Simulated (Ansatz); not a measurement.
Output of an Ansatz run (abridged):

```
WARN basis.ecutwfc = 420 eV, the default
WARN ansatz: RAYON_NUM_THREADS=1 ignored (pool sized by the plan → 1); use --threads N
Pseudopotentials: kind: paw
Pseudopotential: Se, paw, valence charge 16
Pseudopotential: Sn, paw, valence charge 14
Crystal: 16 atoms, lattice volume = 746.426 Å³
Basis set: ecut = 420 eV, 14595 PW (Γ), exchange–correlation on 72×100×384 points (8 copies of the dense FFT grid, shifted against one another)
Bands: 140, of which v1, the nominal top of the filled ones, is band 116 counted from 1 (115 counted from 0)
Symmetry: 8 space group operations
Space group: P4mm (ITA 99), of the structure as read, at distance tolerance 9.1e-5 Å
k-points: 6 of 25
Initial density: superposition of atomic densities (neutral atoms: chi_scale 0, normalization atom), corrected by the library's trained network
Initial wavefunctions: pseudopotential atomic-orbital guess
Eigensolver: davidson
Functional: x = pbe(κ = 0.804, μ = 0.2195149727645171), c = pbe(β = 0.06672455060314922)
SCF iter   1: F=—  HF=-94164.828268 eV  |F-HF|=—  |Δ(HF+E_count)|=         —  Δρ=2.19e-3  dr2=4.01e-1  ethr=1.77e-3  p=-0.153 e·Å  D=-3.70e-2 V/Å  ΔV_dip=1.00 eV  dr2_dipole=2.90e-2  V_vac-E_F(+/−)=4.87/3.87 eV  ⟨swp⟩=9.2  Hψ=3310  notcnv=0
all-band conjugate gradients solve this SCF's bands
efield: sawtooth ramp at fractional position 0.9500 (placed from the atoms, in the widest stretch of the axis that holds none …
preconditioner: auto → LDOS
SCF iter   2: F=—  HF=-94164.796318 eV  |F-HF|=—  |Δ(HF+E_count)|=   3.19e-2  Δρ=8.33e-4  dr2=1.70e-2  ethr=1.73e-4  p=-0.143 e·Å  D=-3.47e-2 V/Å  ΔV_dip=0.94 eV  dr2_dipole=2.57e-3  V_vac-E_F(+/−)=4.80/3.86 eV  ⟨swp⟩=1.7  Hψ=990  notcnv=0  defer=7
SCF iter   3: F=—  HF=-94164.795511 eV  |F-HF|=—  |Δ(HF+E_count)|=   8.07e-4  Δρ=5.71e-4  dr2=4.57e-3  ethr=7.33e-6  p=-0.142 e·Å  D=-3.44e-2 V/Å  ΔV_dip=0.93 eV  dr2_dipole=1.11e-4  V_vac-E_F(+/−)=4.78/3.85 eV  ⟨swp⟩=2.0  Hψ=1445  notcnv=0  defer=7
SCF iter   4: F=—  HF=-94164.794213 eV  |F-HF|=—  |Δ(HF+E_count)|=   1.30e-3  Δρ=1.16e-4  dr2=2.36e-4  ethr=1.97e-6  p=-0.141 e·Å  D=-3.42e-2 V/Å  ΔV_dip=0.93 eV  dr2_dipole=5.41e-6  V_vac-E_F(+/−)=4.77/3.85 eV  ⟨swp⟩=2.0  Hψ=1448  notcnv=0  defer=7
SCF iter   5: F=—  HF=-94164.794172 eV  |F-HF|=—  |Δ(HF+E_count)|=   4.16e-5  Δρ=4.41e-5  dr2=4.32e-5  ethr=1.02e-7  p=-0.141 e·Å  D=-3.41e-2 V/Å  ΔV_dip=0.92 eV  dr2_dipole=1.88e-6  V_vac-E_F(+/−)=4.77/3.85 eV  ⟨swp⟩=2.0  Hψ=1481  notcnv=0  defer=7
SCF iter   6: F=—  HF=-94164.794329 eV  |F-HF|=—  |Δ(HF+E_count)|=   1.57e-4  Δρ=1.38e-5  dr2=4.66e-6  ethr=1.86e-8  p=-0.140 e·Å  D=-3.41e-2 V/Å  ΔV_dip=0.92 eV  dr2_dipole=2.94e-10  V_vac-E_F(+/−)=4.77/3.85 eV  ⟨swp⟩=2.0  Hψ=1474  notcnv=0  defer=7
SCF iter   7: F=—  HF=-94164.794329 eV  |F-HF|=—  |Δ(HF+E_count)|=   5.26e-7  Δρ=3.29e-6  dr2=2.80e-7  ethr=2.01e-9  p=-0.140 e·Å  D=-3.40e-2 V/Å  ΔV_dip=0.92 eV  dr2_dipole=1.21e-9  V_vac-E_F(+/−)=4.77/3.85 eV  ⟨swp⟩=2.3  Hψ=1199  notcnv=0  defer=7
SCF iter   8: F=-94164.794329 eV  HF=-94164.794329 eV  |F-HF|=3.10e-8  |Δ(HF+E_count)|=   2.43e-8  Δρ=1.32e-6  dr2=3.52e-8  ethr=4.31e-11  p=-0.140 e·Å  D=-3.40e-2 V/Å  ΔV_dip=0.92 eV  dr2_dipole=1.60e-9  V_vac-E_F(+/−)=4.77/3.85 eV  ⟨swp⟩=17.7  [...]
WARN: efield: at this solve's end the planar-averaged density reaches 1.44e-5 e/Å³ inside the ramp window [0.9131, 0.0869] (bound 1e-5 e/Å³) …
SCF 1 converged in 8 iterations: F = -94164.794329 eV  dr2 = 3.52e-8
SCF converged after 8 iterations
Free energy (F): -94164.794329 eV
Harris-Foulkes:  -94164.794329 eV  (|F-HF|=3.10e-8)
Internal energy: -94164.535927 eV  (E = F + TS)
E sigma→0 (E₀):  -94164.665128 eV
Entropy (-TS):   -0.258402 eV (-16.150 meV/atom)
Fermi energy:    3.962943 eV
Dipole field:    D = -0.034046 V/Å  (p = -0.140439 e·Å, saw-weighted, corrected)
Work function:   Φ+ = 4.7686 eV   Φ− = 3.8470 eV
Levels:          The Fermi level and band energies are counted from a zero that moves with the ramp; work functions are not
Vacuum region:   at the solve's end the planar-averaged density reaches 1.44e-5 e/Å³ inside the ramp window [0.9131, 0.0869] (bound 1e-5 e/Å³)
--- Per-component energies (eV) ---
  E_band       = -3916.321656
  E_kinetic    = 2691.640828
  E_local      = -180787.225362  (includes V_loc(G=0)·N_el)
  E_nonlocal   = -2773.448011
  E_hartree    = 90923.084367
  E_xc         = -5005.458791
  E_vxc        = -1539.544286  (∫ρ·V_xc dr)
  E_paw        = -57259.746341  (= ΣΔE_a)
  E_vpaw       = -3354.147133  (= ΣTr[D̂ρ^β])
  E_aug_tail   = -0.002300  (compensation charges beyond the density's cutoff)
  E_efield     = 0.002391  (sawtooth field / dipole correction)
  E_vefield    = 0.258760  (∫n·V_field dr)
  E_ewald      = 58046.617292
  E_smearing   = -0.258402  (= −TS)
  E_closure    = 0.000000  (closes the sum)
  Σ components = -94164.794329   (vs F -94164.794329, Δ=0.00e0)
--- Forces (eV/Å), atoms counted from 1 ---
  atom   1  Se     0.00000000     0.00000000     0.03532427
  atom   2  Se    -0.00000000     0.00000000    -1.14321221
  atom   3  Se     0.00000000     0.00000000    -0.44853449
  atom   4  Se    -0.00000000     0.00000000    -0.03898946
  atom   5  Sn    -0.00000000     0.00000000    -0.04490133
  atom   6  Sn     0.00000000     0.00000000    -0.04490133
  atom   7  Sn     0.00000000     0.00000000     0.26300826
  atom   8  Sn     0.00000000     0.00000000     0.60576668
  atom   9  Sn     0.00000000    -0.00000000     0.60576668
  atom  10  Sn     0.00000000    -0.00000000    -0.32215582
  atom  11  Sn     0.00000000     0.00000000     0.29604914
  atom  12  Sn     0.00000000     0.00000000     0.29604914
  atom  13  Sn     0.00000000     0.00000000     0.04195267
  atom  14  Sn     0.00000000     0.00000000    -0.00416882
  atom  15  Sn     0.00000000     0.00000000    -0.00416882
  atom  16  Sn    -0.00000000     0.00000000    -0.09287357
  max |Σ_I F_I| component: 1.10e-5 eV/Å
--- Band table (eV; the first three rows and the last of 6) ---
  k-point 0: bands = ["-44.0328", "-44.0313", "-44.0313", "-44.0250", "-44.0250", "-43.8311", "-43.8247", "-43.8247", "-43.8032", "-43.8025", "-43.6469", "-43.6463", "-43.6278", "-43.6278", "-43.6209", "-43.3481", "-43.3473", "-43.2944", "-43.2944", [...]
  k-point 1: bands = ["-44.0328", "-44.0314", "-44.0313", "-44.0250", "-44.0250", "-43.8311", "-43.8247", "-43.8247", "-43.8032", "-43.8025", "-43.6469", "-43.6463", "-43.6278", "-43.6278", "-43.6209", "-43.3481", "-43.3473", "-43.2944", "-43.2944", [...]
  k-point 2: bands = ["-44.0328", "-44.0314", "-44.0314", "-44.0250", "-44.0250", "-43.8311", "-43.8247", "-43.8247", "-43.8032", "-43.8025", "-43.6469", "-43.6463", "-43.6278", "-43.6278", "-43.6209", "-43.3481", "-43.3473", "-43.2944", "-43.2944", [...]
  k-point 5: bands = ["-44.0328", "-44.0314", "-44.0314", "-44.0250", "-44.0250", "-43.8311", "-43.8247", "-43.8247", "-43.8032", "-43.8025", "-43.6469", "-43.6463", "-43.6278", "-43.6278", "-43.6209", "-43.3481", "-43.3473", "-43.2944", "-43.2944", [...]
```

The structure:

```
CELL_PARAMETERS angstrom
      5.25148     0.00000     0.00000
     -5.25148     5.25148     0.00000
      0.00000     0.00000    27.06600
ATOMIC_POSITIONS crystal
  Se 0.00000 0.00000 0.46552
  Se 0.00000 0.50000 0.32759
  Se 0.00000 0.00000 0.74137
  Se 0.00000 0.50000 0.60344
  Sn 0.50000 0.00000 0.39655
  Sn 0.50000 0.50000 0.39655
  Sn 0.00000 0.50000 0.46552
  Sn 0.50000 0.50000 0.25863
  Sn 0.50000 0.00000 0.25863
  Sn 0.00000 0.00000 0.32759
  Sn 0.50000 0.00000 0.67241
  Sn 0.50000 0.50000 0.67241
  Sn 0.00000 0.50000 0.74137
  Sn 0.50000 0.50000 0.53448
  Sn 0.50000 0.00000 0.53448
  Sn 0.00000 0.00000 0.60344
```

Question: Reconstruct the input of this run.

Answer: Other spellings and defaults could give the same log, and not every line can be read from it. The input that was run (DFT, PBE, plane waves, default PAW files):

Ansatz 0.2 input:
```yaml
# Sn3Se
crystal:
  lattice:
    - [5.25147600, 0.00000000, 0.00000000]
    - [-5.25147600, 5.25147600, 0.00000000]
    - [0.00000000, 0.00000000, 27.06600000]
  atoms:
    - { symbol: Se, position_ang: [0.00000000, 0.00000000, 12.59971019] }
    - { symbol: Se, position_ang: [-2.62573800, 2.62573800, 8.86649681] }
    - { symbol: Se, position_ang: [0.00000000, 0.00000000, 20.06600162] }
    - { symbol: Se, position_ang: [-2.62573800, 2.62573800, 16.33278824] }
    - { symbol: Sn, position_ang: [2.62573800, 0.00000000, 10.73310350] }
    - { symbol: Sn, position_ang: [0.00000000, 2.62573800, 10.73310350] }
    - { symbol: Sn, position_ang: [-2.62573800, 2.62573800, 12.59971019] }
    - { symbol: Sn, position_ang: [0.00000000, 2.62573800, 6.99999838] }
    - { symbol: Sn, position_ang: [2.62573800, 0.00000000, 6.99999838] }
    - { symbol: Sn, position_ang: [0.00000000, 0.00000000, 8.86649681] }
    - { symbol: Sn, position_ang: [2.62573800, 0.00000000, 18.19939493] }
    - { symbol: Sn, position_ang: [0.00000000, 2.62573800, 18.19939493] }
    - { symbol: Sn, position_ang: [-2.62573800, 2.62573800, 20.06600162] }
    - { symbol: Sn, position_ang: [0.00000000, 2.62573800, 14.46628981] }
    - { symbol: Sn, position_ang: [2.62573800, 0.00000000, 14.46628981] }
    - { symbol: Sn, position_ang: [0.00000000, 0.00000000, 16.33278824] }
kpoints:
  mp_grid: { grid: [5, 5, 1] }
hamiltonian:
  xc: pbe
  pseudopotentials: { kind: paw }
efield:
  axis: 3
  dipole_correction: true
scf:
  occupations: { method: gaussian, width: 0.2 }
output:
  forces: true
  eigenvalues: true
```

The starting cell comes from a database of computed structures (which also holds hypothetical and non-ambient phases and stackings), without a prior relaxation at this level. The slab is cut from that crystal, and its faces are unrelaxed. Its lattice was rescaled in the plane by a random factor within 2.5 % of one. Spin polarisation is off, though cut faces can carry moments; the slab shows no gap. Forces in this geometry exceed 1 eV/Å.

Ansatz is an electronic-structure program.
